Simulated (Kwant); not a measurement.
System: wire with one Gaussian impurity in a Ge (holes) two-dimensional gas. Effective mass 0.06 mₑ, grid spacing 12 nm, hard walls, nominal width 300 nm (25 grid rows, so walls 312 nm apart), one parabolic valley, scattering region 900 nm long along x; energies count from the band bottom; Fermi energy swept from 5.5708e-05 to 0.0011838 eV. Impurity U exp(−r²/2σ²), U = -0.0082 eV, σ = 25 nm, 60 nm off the axis.

Constants are typed, rounded textbook-type inputs, not results; the design itself was drawn at random and stands for no fabricated device.

Kwant, effective-mass tight-binding model on a square grid, one spin, coherent transport at 0 K. Conductance is in e²/h.

Sweep values stay those of the base run.

The impurity strength was swept, all else fixed.

| impurity strength (eV) | G (e²/h) at E = 0.8994 meV | G (e²/h) at E = 0.6150 meV | G (e²/h) at E = 1.184 meV | mean G (e²/h) over the sweep |
|---|---|---|---|---|
| -0.016 | 2.72 | 2.53 | 3.04 | 1.95 |
| -0.0082 | 2.55 | 2.69 | 3.35 | 1.99 |
| -0.0041 | 2.40 | 2.18 | 3.43 | 1.97 |
| 0.0082 | 1.86 | 1.07 | 2.04 | 1.23 |

From the first row to the last the G at E = 0.8994 meV goes from 2.72 to 1.86. From the first row to the last the G at E = 0.6150 meV goes from 2.53 to 1.07.
